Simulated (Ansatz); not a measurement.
A self-consistent single point of CaMgNi₄ (R3m, 6 atoms in the cell) with Ansatz (a first-principles code).

Computed with LDA (PW92), default PAW files made with PBE (plane waves; Ansatz).

```yaml
crystal:
  lattice:
    - [0.00000, 3.48248, 3.48248]
    - [3.48248, 0.00000, 3.48248]
    - [3.48248, 3.48248, 0.00000]
  atoms:
    - { symbol: Ca, position: [0.50414, 0.50414, 0.50414] }
    - { symbol: Mg, position: [0.75000, 0.75000, 0.75000] }
    - { symbol: Ni, position: [0.12406, 0.12406, 0.12406], spin: 2.0 }
    - { symbol: Ni, position: [0.62782, 0.12406, 0.12406], spin: 2.0 }
    - { symbol: Ni, position: [0.12406, 0.12406, 0.62782], spin: 2.0 }
    - { symbol: Ni, position: [0.12406, 0.62782, 0.12406], spin: 2.0 }
```
(The spins are starting values, not results.)

Reference input (self-consistent single point, DFT, LDA (PW92), plane waves, default PAW files made with PBE): basis.ecutwfc = 30.9 Ry; kpoints.mp_grid.grid = 6 6 6; hamiltonian.xc = lda; hamiltonian.pseudopotentials = {kind: paw} (the program's default PAW files); magnetization.spin_polarized = true; scf.occupations.method = fermi_dirac; scf.occupations.width = 0.0073 Ry. This run's input differs from it in these lines:

Ansatz 0.2 input:
```diff
@@ -15,3 +15,3 @@
 kpoints:
-  mp_grid: { grid: [6, 6, 6] }
+  mp_grid: { grid: [4, 4, 4] }
 hamiltonian:
```

Output, abridged:

```
SCF iter   1: F=—  HF=-26770.685479 eV  |F-HF|=—  |Δ(HF+E_count)|=         —  Δρ=2.07e-1 (↑2.07e-1 ↓7.83e-2)  dr2=1.35e1  dr2_m=1.49e1  M=2.052 μB ∫|m|=2.550 μB  β_m=0.30  ethr=3.10e-3  ⟨swp⟩=8.3  Hψ=6852  notcnv=0  defer=9
Mixer restart at iter 1: flushing history
all-band conjugate gradients solve this SCF's bands
preconditioner: auto → Kerker (q_TF=auto, 2.767 Å⁻¹)
   [... lines left out ...]
SCF iter  15: F=—  HF=-26769.119595 eV  |F-HF|=—  |Δ(HF+E_count)|=   2.47e-9  Δρ=3.43e-6 (↑3.19e-6 ↓3.43e-6)  dr2=2.89e-8  dr2_m=3.21e-10  M=-0.000 μB ∫|m|=0.000 μB  β_m=0.89  ethr=7.55e-11  ⟨swp⟩=2.0  Hψ=2164  notcnv=0  defer=140
SCF iter  16: F=-26769.119595 eV  HF=-26769.119595 eV  |F-HF|=1.52e-8  |Δ(HF+E_count)|=   1.50e-9  Δρ=2.48e-6 (↑2.45e-6 ↓2.48e-6)  dr2=1.67e-8  dr2_m=4.98e-12  M=-0.000 μB ∫|m|=0.000 μB  ethr=3.14e-11  ⟨swp⟩=8.2  Hψ=6313  notcnv=0
SCF 1 converged in 16 iterations: F = -26769.119595 eV  dr2 = 1.67e-8
WARN: the starting moments were not kept: the SCF closed with an absolute magnetisation of 9.9e-6 μB, where they sum to 8 μB in size (4 sites) …
Magnetization: -0.0000 μB (46.0000 up, 46.0000 down)
   [... lines left out ...]
Absolute magnetization: 0.0000 μB (∫|ρ↑−ρ↓|, with the PAW one-centre terms)
Free energy (F): -26769.119595 eV
Fermi energy:    12.935740 eV
   [... lines left out ...]
  atom   6  Ni     0.01587160     0.07719073     0.01587160
--- Stress (GPa, compression-positive) ---
       -7.690080       0.118737       0.118737
        0.118737      -7.690080       0.118737
        0.118737       0.118737      -7.690080
  P = ⅓ Tr σ = -7.6901 GPa (-76.901 kbar)
  The stress holds the Pulay correction. Without it, at fixed plane waves, as pw.x and ABINIT print it: P = -7.7455 GPa
```

The run converged in 16 iterations. Against the reference run the free energy falls by 14.6 meV/atom, the pressure goes from -7.52 to -7.69 GPa and the largest force moves little (0.345 to 0.347 eV/Å).

The starting cell comes from a database of computed structures (which also holds hypothetical and non-ambient phases and stackings), without a prior relaxation at this level. Its lattice was rescaled by up to half a per cent. One atom was moved a little off its site on purpose. The starting moments vanished: the run ended non-magnetic, which need not be the lowest state. The program warned that a starting moment was not kept. With a pressure of about -8 GPa the cell is away from its equilibrium volume at this level. Ansatz's pressure includes its estimate of the finite-basis (Pulay) stress.
